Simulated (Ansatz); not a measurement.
LiF (model structure, started from the CsCl type, Pm-3m, No. 221, 2 atoms in the cell), treated with r²SCAN+rVV10 in Ansatz (plane waves, PAW).

Output (set-up and result lines):

```
WARN output.stress: scf.convergence.dr2_threshold = 1e-7 eV (the SCF's general default) is looser than the 2e-10 eV advised for a printed stress (1e-10 eV for …
Relaxation: its limit of steps is 80 (relax.max_steps)
Crystal: 2 atoms, lattice volume = 15.433 Å³
Basis set: ecut = 560 eV, 461 PW (Γ), exchange–correlation on 60×60×60 points (27 copies of the dense FFT grid, shifted against one another)
Bands: 9, of which v1, the nominal top of the filled ones, is band 5 counted from 1 (4 counted from 0)
Symmetry: 48 space group operations
Space group: Pm-3m (ITA 221), of the structure as read, at distance tolerance 2.5e-5 Å
k-points: 120 of 2744
Functional: x = r2scan, c = r2scan + rvv10(b = 11.95, C = 0.0093); τ floored in thin density (d = 2e-4 eV/Å³)
SCF iter   1: F=—  HF=-1017.239277 eV  |F-HF|=—  |Δ(HF+E_count)|=         —  Δρ=6.44e-3  dr2=5.03e-3  dr2_τ=3.32e-2
SCF iter   2: F=—  HF=-1017.289520 eV  |F-HF|=—  |Δ(HF+E_count)|=   5.02e-2  Δρ=3.72e-3  dr2=4.93e-4  dr2_τ=1.99e-4
  ...
SCF 1 converged in 6 iterations: F = -1017.289576 eV  dr2 = 3.82e-9
Crystal: 2 atoms, lattice volume = 15.433 Å³
Initial density: handed on by an earlier stage of this run
SCF iter   1: F=—  HF=-1017.289576 eV  |F-HF|=—  |Δ(HF+E_count)|=         —  Δρ=6.46e-6  dr2=3.83e-9  dr2_τ=2.88e-10
SCF iter   2: F=-1017.289576 eV  HF=-1017.289576 eV  |F-HF|=1.33e-10  |Δ(HF+E_count)|=  2.31e-10  Δρ=1.91e-6  dr2=2.43e-10  dr2_τ=9.73e-11
SCF 2 converged in 2 iterations: F = -1017.289576 eV  dr2 = 2.43e-10
SCF converged after 2 iterations
Free energy (F): -1017.289576 eV
Internal energy: -1017.289576 eV  (E = F + TS)
E sigma→0 (E₀):  -1017.289576 eV
Fermi energy:    6.818507 eV
--- Stress (GPa, compression-positive) ---
        1.690143       0.000000      -0.000000
        0.000000       1.690143       0.000000
        0.000000       0.000000       1.690143
  P = ⅓ Tr σ = 1.6901 GPa (16.901 kbar)
```

Question: Write an input file that could have produced this run (the log leaves some choices open).

Answer: One answer among several that fit: 
Ansatz 0.2 input:
```yaml
crystal:
  lattice:
    - [2.4897318054, 0.0, 0.0]
    - [0.0, 2.4897318054, 0.0]
    - [0.0, 0.0, 2.4897318054]
  atoms:
    - { symbol: Li, position: [0.0, 0.0, 0.0] }
    - { symbol: F, position: [0.5, 0.5, 0.5] }
basis:
  ecutwfc: 560
  ecutrho_ratio: 4
  xc_grid: 3
kpoints:
  mp_grid: { grid: [14, 14, 14] }
hamiltonian:
  xc: r2scan
  dispersion: rvv10
  pseudopotentials: { kind: paw }
scf:
  occupations: { method: fermi_dirac, width: 0.01 }
output:
  forces: true
  stress: true
  eigenvalues: true
relax:
  f_tol: 0.004
  escape_saddle: false
  max_steps: 80
```

The cell is one volume of an energy–volume scan, off the minimum.

The PAW data were made under PBE.

Note: the relaxation could raise the start's symmetry but not lower it, so the cell can be a saddle point.

Cost on a shared machine: very roughly 6 core-seconds.

A model structure was made by putting elements into a prototype or built by hand; it is no filed structure, need not be a known phase, and can be a saddle point held by its symmetry.

Ansatz is a first-principles code.
